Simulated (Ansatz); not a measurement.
Take AgI in the zinc blende structure (space group F-43m, No. 216; a = 6.450 Å) as the base. Axes: x, y, z lie along the cube axes.

Now apply this change: the cell is compressed by 2.46 % along x with no lateral relaxation; the atoms relax in the strained cell.

Method: PBEsol/PAW in Ansatz (a first-principles code), spin-orbit coupling left out.

Question: Give the band edges at the high-symmetry points of the new zone, measured from its valence-band maximum.

Answer: 
```csv
point,valence edge (eV),conduction edge (eV)
Γ,0.00,1.17
X,-1.92,3.36
P,-1.78,4.86
N,-0.80,2.59
M,-2.02,3.28
S,-1.65,3.65
S₀,-1.65,3.65
R,-1.83,4.73
G,-1.83,4.73
```

The gap is 1.17 eV, direct at Γ.

With I present, leaving out spin-orbit coupling can change the band edges. Stability against distortions was not tested. k-point labels follow each cell's own Brillouin zone.
